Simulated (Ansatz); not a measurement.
System: interstitial Li in rock-salt LiF (charge state +1). Level of theory: PBE, PAW (plane waves to 420 eV; Ansatz, an electronic-structure program).

64-site cell at the relaxed PBE lattice, the Γ point alone, smearing 0.01 eV, spin-restricted, no finite-size correction. Static, classical nuclei. The charge state is imposed; whether it is stable for some Fermi level was not computed. Sites that were not tried may lie lower.

Barriers: single points on a 2×2×2 k-point mesh shifted by half a step at the bands' geometries.

The step: several atoms move together, Li the farthest. Atoms about the jump, Cartesian Å from the middle of the jump, before and after:

```
atom     x0     y0     z0     x1     y1     z1
----  -----  -----  -----  -----  -----  -----
Li1    0.38   0.38   0.39  -0.38  -0.38  -0.39
F2     0.62  -1.43   0.62   0.63  -1.40   0.63
F3     0.62   0.62  -1.43   0.63   0.63  -1.41
F4    -1.43   0.62   0.62  -1.41   0.63   0.63
F5    -1.40  -1.40  -1.40  -1.40  -1.40  -1.40
Li6   -1.45   0.62  -1.45  -1.65   0.87  -1.65
Li7    0.63  -1.45  -1.45   0.87  -1.65  -1.65
Li8   -1.45  -1.45   0.63  -1.65  -1.65   0.87
Li9    1.65   1.64   1.64   0.88   0.87   0.88
F10    0.63   2.67   0.63   0.64   2.69   0.64
F11    0.63   0.63   2.66   0.64   0.64   2.69
F12    2.67   0.63   0.63   2.69   0.64   0.64
Li13  -1.42   0.62   2.68  -1.42   0.64   2.68
Li14  -1.42   2.68   0.62  -1.42   2.68   0.64
Li15   2.68  -1.42   0.62   2.68  -1.42   0.64
Li16   0.62   2.68  -1.42   0.64   2.68  -1.42
Li17   0.62  -1.42   2.68   0.64  -1.42   2.68
Li18   2.68   0.62  -1.42   2.68   0.64  -1.42
F19    2.66  -1.40  -1.40   2.69  -1.42  -1.42
F20   -1.40   2.66  -1.40  -1.42   2.69  -1.42
F21   -1.40  -1.40   2.66  -1.42  -1.42   2.69
Li22  -3.42   0.62   0.62  -3.46   0.64   0.64
Li23   0.62   0.62  -3.42   0.64   0.64  -3.46
Li24   0.62  -3.42   0.62   0.64  -3.46   0.64
```

Question: Give the saddle-point geometry and the barrier.

Answer: 
```csv
atom,x,y,z
Li1,-0.05,-0.05,-0.05
F2,0.66,-1.47,0.66
F3,0.66,0.67,-1.48
F4,-1.48,0.67,0.66
F5,-1.30,-1.29,-1.29
Li6,-1.58,0.73,-1.58
Li7,0.72,-1.58,-1.58
Li8,-1.58,-1.58,0.72
Li9,1.30,1.30,1.30
F10,0.60,2.74,0.60
F11,0.60,0.60,2.74
F12,2.74,0.61,0.60
Li13,-1.42,0.63,2.68
Li14,-1.42,2.68,0.63
Li15,2.68,-1.41,0.63
Li16,0.63,2.68,-1.42
Li17,0.63,-1.42,2.68
Li18,2.68,0.64,-1.42
F19,2.65,-1.42,-1.43
F20,-1.42,2.66,-1.43
F21,-1.43,-1.42,2.65
Li22,-3.44,0.64,0.63
Li23,0.63,0.63,-3.44
Li24,0.63,-3.43,0.63
```
It lies 0.24 eV above the start and 0.24 eV above the end. The saddle point's order was not checked, and it lies on a symmetry element of the cell, where a band can be held.
